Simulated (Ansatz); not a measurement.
Consider Mo in the bcc (W type) structure (space group Im-3m, No. 229; relaxed with 0.1 eV smearing).

```
CELL_PARAMETERS angstrom
     -1.55576     1.55576     1.55576
      1.55576    -1.55576     1.55576
      1.55576     1.55576    -1.55576
ATOMIC_POSITIONS crystal
  Mo 0.00000 0.00000 0.00000
```

Cartesian axes are those of the cell as printed.

Computed with LDA (Ansatz, a quantum-chemistry and plane-wave program), spin-orbit coupling left out.

For the base:

Shortest interatomic distance: 2.695 Å

Now apply this change: the cell is stretched by 3.00 % along z with no lateral relaxation; the atoms relax in the strained cell.

### Question
Estimate the effect on the shortest interatomic distance and energy relative to the base.

### Answer
The shortest interatomic distance increases by 0.027 Å to 2.722 Å; the energy goes up by 20 meV/atom.

Stability against distortions was not tested. All final runs are without spin polarisation.
